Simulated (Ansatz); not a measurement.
We consider Ge2Sb2Te5 (model structure, P3m1, No. 156, 9 atoms in the cell), described by PBEsol (plane waves, PAW; Ansatz, a program for electronic structure).

Numerical settings: plane-wave cutoff 520 eV, 12×12×2 k mesh (along the axes of the cell as run), Fermi–Dirac smearing 0.01 eV, scalar-relativistic PAW data made under PBE.

Cell (relaxed at this level):

```cif
data_Ge2Sb2Te5
_chemical_formula_sum 'Te5 Sb2 Ge2'
_space_group_name_H-M_alt 'P3m1'
_space_group_IT_number 156
_space_group_name_Hall 'P 3 -2"'
_cell_length_a 4.21524
_cell_length_b 4.21524
_cell_length_c 16.97780
_cell_angle_alpha 90.000
_cell_angle_beta 90.000
_cell_angle_gamma 120.000
loop_
_atom_site_label
_atom_site_type_symbol
_atom_site_symmetry_multiplicity
_atom_site_Wyckoff_symbol
_atom_site_fract_x
_atom_site_fract_y
_atom_site_fract_z
_atom_site_occupancy
Te1 Te 1 a 0.00000 0.00000 0.98721 1
Sb1 Sb 1 b 0.33333 0.66667 0.09225 1
Te2 Te 1 c 0.66667 0.33333 0.20543 1
Sb2 Sb 1 a 0.00000 0.00000 0.32682 1
Te3 Te 1 b 0.33333 0.66667 0.42765 1
Te4 Te 1 c 0.66667 0.33333 0.58149 1
Ge1 Ge 1 a 0.00000 0.00000 0.66491 1
Te5 Te 1 b 0.33333 0.66667 0.78509 1
Ge2 Ge 1 c 0.66667 0.33333 0.87033 1
```

Problem. Give the computed band gap and smallest direct gap on the k points sampled.

Solution. 
band gap: 0.17 eV
smallest direct gap on the k points sampled: 0.25 eV

Note: the relaxation could raise the start's symmetry but not lower it, so the cell can be a saddle point.

Spin–orbit coupling is not included; it can close the smallest gap of 0.17 eV.

Computed values are for the static lattice.

A model structure was made by putting elements into a prototype or built by hand; it is no filed structure, need not be a known phase, and can be a saddle point held by its symmetry.
